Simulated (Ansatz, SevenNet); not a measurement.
# Corundum Ga2O3 (metastable phase): volume per atom by level of theory

No measured value is used here.

| level (code) | value (Å³/atom) |
|---|---|
| SevenNet-0 | 10.05 |
| LDA (Ansatz) | 9.41 |
| BLYP (Ansatz) | ? |
| PBE (Ansatz) | 10.06 |
| revPBE (Ansatz) | 10.25 |
| RPBE (Ansatz) | 10.32 |
| PBE-D4 (Ansatz) | ? |
| rVV10 (Ansatz) | 10.19 |
| r²SCAN (Ansatz) | 9.64 |
| r²SCAN+rVV10 (Ansatz) | ? |

Task: Fill in the missing entries.

Result: 
- BLYP (Ansatz, a quantum-chemistry and plane-wave program), value (Å³/atom): 10.35
- PBE-D4 (Ansatz), value (Å³/atom): 9.82
- r²SCAN+rVV10 (Ansatz), value (Å³/atom): 9.58

Cutoffs differ between the levels. Ansatz's density-functional and Hartree–Fock values are scalar-relativistic unless marked +SOC, with PAW data made under PBE.

Machine-learned potentials (SevenNet-0) are trained on DFT data: a solid inside that data is no test of them.
